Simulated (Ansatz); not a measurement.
## Migration barriers: interstitial N in beta Si3N4, charge state -1

Defect: interstitial N in beta Si3N4, charge state -1. Level of theory: PBE, PAW (plane waves to 420 eV; Ansatz, an electronic-structure program).

84-site cell at the relaxed PBE lattice, the Γ point alone, smearing 0.01 eV, spin-restricted, no finite-size correction. Energies are static. The charge state is imposed; whether it is stable for some Fermi level was not computed. Sites that were not tried may lie lower.

Barriers: single points on a 2×2×2 k-point mesh shifted by half a step along c at the bands' geometries.

| Route | Start site over the lowest site run (eV) | Hop (Å) | Forward barrier (eV) | Backward barrier (eV) | Neighbours at the start | Neighbours at the saddle | Saddle order | Forward, on the band's own sampling (eV) |
|---|---|---|---|---|---|---|---|---|
| a concerted move, in which N travels most | 0.00 | 0.96 | 0.29 | 0.17 | N at 1.59; Si at 1.75, Si at 1.86, Si at 2.00 Å | N at 1.61; Si at 1.69, Si at 1.83 Å | not checked | 0.28 |
| a direct jump of one N atom (a rearrangement that moves the defect's centre by under 1 Å) | 0.00 | 0.99 | 0.34 | 0.34 | N at 1.59; Si at 1.75, Si at 1.86, Si at 2.00 Å | 2 N at 1.92; 2 Si at 1.80 Å | not checked, on a symmetry element | 0.34 |

Paths come from CI-NEB runs.  A band can be held on a symmetry element, so unchecked saddle points there may be too high. A further band (a concerted move, in which N travels most, 1.79 Å) gave 0.89 eV forward on its own sampling, 1.03 eV above the lowest site run, but the program raised a doubt about its electronic state, so it is not taken as a result. A further band (a concerted move, in which N travels most, 2.17 Å) gave 0.22 eV forward on its own sampling, 0.35 eV above the lowest site run, but the program raised a doubt about its electronic state, so it is not taken as a result.
